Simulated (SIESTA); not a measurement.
A user runs SIESTA on Ag₂O₃ (Fdd2, 10 atoms in the cell) and asks whether the run is sound. The aim is a self-consistent single point with DFT, LDA PW92, numerical atomic orbitals DZP, PseudoDojo LDA standard norm-conserving potentials (rewritten from UPF to PSML).

Cell that was meant: a = 6.7033 Å, b = 5.5605 Å, c = 8.3089 Å, α = 53.45°, β = 41.79°, γ = 84.75°.

Part of the input:

```
OccupationFunction           MP
OccupationMPOrder            0
ElectronicTemperature        0.02 eV
NetCharge                    1.0

MaxSCFIterations             150
SCF.Mixer.Method             Pulay
```

Output, abridged:

```
reinit: Reading from file input.fdf

reinit: System Name: Ag2O3
reinit: System Label: siesta

   [... lines left out ...]
outcell: Cell angles (23,13,12) (deg):     53.4543     41.7907     84.7549
outcell: Cell volume (Ang**3)        :    124.7849
new_DM -- step:     1
Initializing Density Matrix...

Attempting to read DM from file... Failed...
DM filled with atomic data:
Note: For starting DM, Qtot, Tr[D*S] =        111.00000000        112.00000000

InitMesh: MESH = 80 x 80 x 80 = 512000
InitMesh: Mesh cutoff (required, used) =   350.000   425.942 Ry

stepf: Methfessel-Paxton step function
       Using Hermite-Gauss polynomials of order  0
        iscf     Eharris(eV)        E_KS(eV)     FreeEng(eV)     dDmax    Ef(eV) dHmax(eV)
   scf:    1   -19306.797555   -19460.792970   -19460.794656  0.742596 -3.128348 23.883893
   scf:    2   -18426.002046   -19206.326591   -19206.327954  1.604245  0.247821 53.963902
   scf:    3   -19657.769197   -19527.755238   -19527.757650  1.472859 -4.792596  8.193287
   scf:    4   -19537.766092   -19536.348002   -19536.351375  0.267306 -4.981780  5.963092
   scf:    5   -19521.439995   -19534.799952   -19534.801494  0.243261 -5.371325  5.843581
   [... 8 lines left out ...]
   scf:   14   -19539.253208   -19539.253208   -19539.257419  0.000026 -5.356467  0.000142
   scf:   15   -19539.253208   -19539.253208   -19539.257419  0.000015 -5.356465  0.000078
   scf:   16   -19539.253208   -19539.253208   -19539.257419  0.000016 -5.356456  0.000044
   scf:   17   -19539.253208   -19539.253208   -19539.257419  0.000002 -5.356457  0.000041
SCF Convergence by DM+H criterion
max |DM_out - DM_in|         :     0.0000015811
max |H_out - H_in|      (eV) :     0.0000407332
SCF cycle converged after 17 iterations

Using DM_out to compute the final energy and forces

siesta: E_KS(eV) =           -19539.2532

siesta: E_KS - E_eggbox =    -19539.2532

siesta: Atomic forces (eV/Ang):
     1    0.271941   -0.257146   -0.040524
     2   -0.271941    0.257146   -0.040524
     3   -0.271949   -0.257144   -0.040522
     4    0.271949    0.257144   -0.040522
     5    0.206679    0.025992    0.081428
     6   -0.206679   -0.025992    0.081428
     7   -0.206682    0.025992    0.081430
     8    0.206682   -0.025992    0.081430
     9   -0.000000   -0.000000   -0.084248
    10    0.000000   -0.000000   -0.084246
   [... lines left out ...]
siesta: FreeEng =    -19539.257419
   [... lines left out ...]
siesta:    -0.000000    0.060508    0.000000
siesta:    -0.000000    0.000000    0.067000

siesta: Cell volume =        124.784868 Ang**3

siesta: Pressure (static):
siesta:                Solid            Molecule  Units
siesta:          -0.00066450         -0.00065328  Ry/Bohr**3
siesta:          -0.06101130         -0.05998157  eV/Ang**3
siesta:         -97.75088068        -96.10106339  kBar
```

### Question
Is this run sound? If not, what is wrong?

### Answer
The run is not sound. The fault is an unintended net charge. A charged periodic cell changes the electron count and is neutralised by a uniform background, so energy, forces and pressure belong to another system. To fix it, remove the charge. The run converged in 17 iterations without an error; against the sound input the pressure goes from -5.61 to -9.78 GPa, the largest force goes from 0.234 to 0.376 eV/Å and no clean gap remains on the mesh (levels overlap or are partly filled), against 0.30 eV before. The full log also holds: “madelung: WARNING: Charged system, but not an atom or molecule.” and “madelung: WARNING: Energy correction terms can not be applied.”.

The sound input it was made from differs as follows (other fixes are possible):
```diff
-NetCharge                    1.0
```

With that input, the run converged in 12 iterations: free energy E − TS -19544.4064 eV; top of the valence band (on the code's own zero) -4.83 eV; gap on the k-point mesh 0.30 eV; pressure -5.61 GPa; largest force (vector length) 0.234 eV/Å (DFT, LDA PW92, numerical atomic orbitals DZP, PseudoDojo LDA standard norm-conserving potentials (rewritten from UPF to PSML)).

On the sound input: the starting cell comes from a database of computed structures (which also holds hypothetical and non-ambient phases and stackings), without a prior relaxation at this level. Values carry the incompleteness of an atom-centred basis. With a pressure of about -6 GPa the cell is away from its equilibrium volume at this level.
